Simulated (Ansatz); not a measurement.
## Input and output of a self-consistent single point for AgAu₃ (I4/mmm, 4 atoms in the cell) (Ansatz)

Method of the run: LDA (PW92), default PAW files made with PBE (plane waves; Ansatz, a first-principles code).

This input was run:

Ansatz 0.2 input:
```yaml
# AgAu3
crystal:
  lattice:
    - [-2.046323, 2.046323, 4.141932]
    - [2.046323, -2.046323, 4.141932]
    - [2.046323, 2.046323, -4.141932]
  atoms:
    - { symbol: Ag, position: [0.000000, 0.000000, 0.000000] }
    - { symbol: Au, position: [0.750000, 0.250000, 0.500000] }
    - { symbol: Au, position: [0.250000, 0.750000, 0.500000] }
    - { symbol: Au, position: [0.500000, 0.500000, 0.000000] }
basis:
  ecutwfc: 420.0
kpoints:
  mp_grid: { grid: [11, 11, 11] }
hamiltonian:
  xc: lda
  pseudopotentials: { kind: paw }
scf:
  occupations: { method: fermi_dirac, width: 0.1 }
output:
  forces: true
  eigenvalues: true
  stress: true
```

Output, abridged:

```
WARN ansatz: RAYON_NUM_THREADS=1 ignored (pool sized by the plan → 1); use --threads N
Pseudopotentials: kind: paw
Pseudopotential: Ag, paw, valence charge 19
Pseudopotential: Au, paw, valence charge 19
Crystal: 4 atoms, lattice volume = 69.376 Å³
Basis set: ecut = 420 eV, 1361 PW (Γ)
Bands: 46, of which v1, the nominal top of the filled ones, is band 38 counted from 1 (37 counted from 0)
Symmetry: 16 space group operations
Space group: I4/mmm (ITA 139), of the structure as read, at distance tolerance 4.1e-5 Å
k-points: 126 of 1331
PAW frozen core: Ag, regenerated for the run's functional, and the local potential with it
PAW frozen core: Au, regenerated for the run's functional, and the local potential with it
Initial density: superposition of atomic densities (neutral atoms: chi_scale 0, normalization atom), corrected by the library's trained network
Initial wavefunctions: pseudopotential atomic-orbital guess
Eigensolver: davidson
Functional: x = slater, c = lda
SCF iter   1: F=—  HF=-46053.118317 eV  |F-HF|=—  |Δ(HF+E_count)|=         —  Δρ=1.03e-2  dr2=5.97e-2  ethr=1.77e-3  ⟨swp⟩=5.8  Hψ=18796  notcnv=0  defer=96
all-band conjugate gradients solve this SCF's bands
preconditioner: auto → Kerker (q_TF=auto, 2.770 Å⁻¹)
SCF iter   2: F=—  HF=-46053.104871 eV  |F-HF|=—  |Δ(HF+E_count)|=   1.34e-2  Δρ=4.01e-3  dr2=6.44e-3  ethr=7.86e-5  ⟨swp⟩=2.5  Hψ=9750  notcnv=0  defer=124
SCF iter   3: F=—  HF=-46053.102795 eV  |F-HF|=—  |Δ(HF+E_count)|=   2.08e-3  Δρ=1.30e-3  dr2=4.81e-4  ethr=8.48e-6  ⟨swp⟩=2.0  Hψ=7048  notcnv=0  defer=124
SCF iter   4: F=—  HF=-46053.102649 eV  |F-HF|=—  |Δ(HF+E_count)|=   1.46e-4  Δρ=2.30e-4  dr2=1.94e-5  ethr=6.33e-7  ⟨swp⟩=2.1  Hψ=9315  notcnv=0  defer=124
SCF iter   5: F=—  HF=-46053.102661 eV  |F-HF|=—  |Δ(HF+E_count)|=   1.21e-5  Δρ=5.39e-5  dr2=1.96e-6  ethr=2.55e-8  ⟨swp⟩=2.5  Hψ=10825  notcnv=0  defer=124
SCF iter   6: F=—  HF=-46053.102661 eV  |F-HF|=—  |Δ(HF+E_count)|=   4.76e-7  Δρ=1.55e-5  dr2=4.04e-7  ethr=2.58e-9  ⟨swp⟩=2.6  Hψ=9797  notcnv=0  defer=124
SCF iter   7: F=-46053.102661 eV  HF=-46053.102661 eV  |F-HF|=3.08e-8  |Δ(HF+E_count)|=   9.99e-8  Δρ=7.05e-6  dr2=4.50e-8  ethr=1.32e-10  ⟨swp⟩=8.8  Hψ=23141  notcnv=0
SCF 1 converged in 7 iterations: F = -46053.102661 eV  dr2 = 4.50e-8
SCF converged after 7 iterations
Free energy (F): -46053.102661 eV
Harris-Foulkes:  -46053.102661 eV  (|F-HF|=3.08e-8)
Internal energy: -46053.067862 eV  (E = F + TS)
E sigma→0 (E₀):  -46053.085262 eV
Entropy (-TS):   -0.034799 eV (-8.700 meV/atom)
Fermi energy:    18.925837 eV
--- Per-component energies (eV) ---
  E_band       = -913.282017
  E_kinetic    = 2340.355968
  E_local      = -7433.344712  (includes V_loc(G=0)·N_el)
  E_nonlocal   = 330.564381
  E_hartree    = 3210.971748
  E_xc         = -862.924154
  E_vxc        = -1058.475607  (∫ρ·V_xc dr)
  E_paw        = -32040.476921  (= ΣΔE_a)
  E_vpaw       = -1514.339181  (= ΣTr[D̂ρ^β])
  E_aug_tail   = 0.004280  (compensation charges beyond the density's cutoff)
  E_ewald      = -11600.511413
  E_core_change = 2.292960  (= ΣΔE_core)
  E_smearing   = -0.034799  (= −TS)
  E_closure    = 0.000000  (closes the sum)
  Σ components = -46053.102661   (vs F -46053.102661, Δ=0.00e0)
--- Forces (eV/Å), atoms counted from 1 ---
  atom   1  Ag    -0.00000000     0.00000000    -0.00000000
   [... zero for the other atoms too ...]
  max |Σ_I F_I| component: 8.67e-18 eV/Å
--- Stress (GPa, compression-positive) ---
       -8.399494       0.000000       0.000000
        0.000000      -8.399494       0.000000
        0.000000      -0.000000      -8.562081
  P = ⅓ Tr σ = -8.4537 GPa (-84.537 kbar)
  The stress holds the Pulay correction. Without it, at fixed plane waves, as pw.x and ABINIT print it: P = -8.4885 GPa
--- Band table (eV; the first three rows and the last of 126) ---
  k-point 0: bands = ["-86.5867", "-86.5787", "-86.5413", "-72.6741", "-37.9584", "-37.9519", "-37.9519", "-37.8887", "-37.8831", "-37.8831", "-37.8295", "-37.8295", "-37.8148", "-36.2262", "-36.2262", "-36.2193", "9.6487", "12.2236", "12.4820", [...]
  k-point 1: bands = ["-86.5864", "-86.5790", "-86.5414", "-72.6741", "-37.9634", "-37.9458", "-37.9432", "-37.8999", "-37.8859", "-37.8733", "-37.8354", "-37.8284", "-37.8158", "-36.2268", "-36.2262", "-36.2194", "9.8341", "12.3332", "12.5889", [...]
  k-point 2: bands = ["-86.5855", "-86.5798", "-86.5415", "-72.6741", "-37.9708", "-37.9351", "-37.9197", "-37.9137", "-37.8972", "-37.8627", "-37.8476", "-37.8257", "-37.8191", "-36.2278", "-36.2260", "-36.2195", "10.3650", "12.5664", "12.9534", [...]
  k-point 125: bands = ["-86.5861", "-86.5789", "-86.5419", "-72.6741", "-37.9657", "-37.9652", "-37.9093", "-37.8884", "-37.8711", "-37.8522", "-37.8467", "-37.8458", "-37.8455", "-36.2261", "-36.2260", "-36.2215", "11.7123", "12.1131", "12.2948", [...]
```

The run converged in 7 iterations.

The starting cell comes from a database of computed structures (which also holds hypothetical and non-ambient phases and stackings), without a prior relaxation at this level. Its lattice was rescaled by up to half a per cent. Spin-orbit coupling is off. With a pressure of about -8 GPa the cell is away from its equilibrium volume at this level. Ansatz's pressure includes its estimate of the finite-basis (Pulay) stress.
